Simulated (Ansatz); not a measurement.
The parent structure is KCl in the rock salt structure (space group Fm-3m, No. 225; a = 6.243 Å). Axes: x, y, z lie along the cube axes.

All numbers come from PBEsol, PAW, 420 eV (Ansatz, a quantum-chemistry and plane-wave program; spin-orbit coupling left out).

Strains are applied to the cell and any free atomic positions relax.

One change was made to it. Results:

The valence-band top at Γ (three highest levels, from the VBM) becomes 0.00, 0.00, -0.01 eV (base: 0.00, 0.00, 0.00 eV); the valley order (the lowest conduction-band minima on the path, energy above the VBM, named in the base's zone) goes from Γ 5.10 eV; X along ⟨100⟩ 6.37 eV to Γ 5.07 eV; X along [100] 6.37 eV; X along [001] 6.39 eV; the energy rises by 0.4 meV/atom.

Problem. Name the change that was made.
(A) uniaxial strain ε_zz = −3.00 %
(B) uniaxial strain ε_zz = +2.50 %
(C) uniaxial strain ε_zz = −2.00 %
(D) uniaxial strain ε_zz = +1.00 %

Solution. D, uniaxial strain ε_zz = +1.00 %. For comparison, the valley order in the other runs: uniaxial strain ε_zz = −2.00 % gives Γ 5.16 eV; X along [001] 6.31 eV; X along [100] 6.34 eV; uniaxial strain ε_zz = −3.00 % gives Γ 5.18 eV; X along [001] 6.28 eV; X along [100] 6.33 eV; uniaxial strain ε_zz = +2.50 % gives Γ 5.02 eV; X along [100] 6.38 eV; X along [001] 6.41 eV.

The levels and masses belong to the bands next to the band gap. Stability against distortions was not tested.
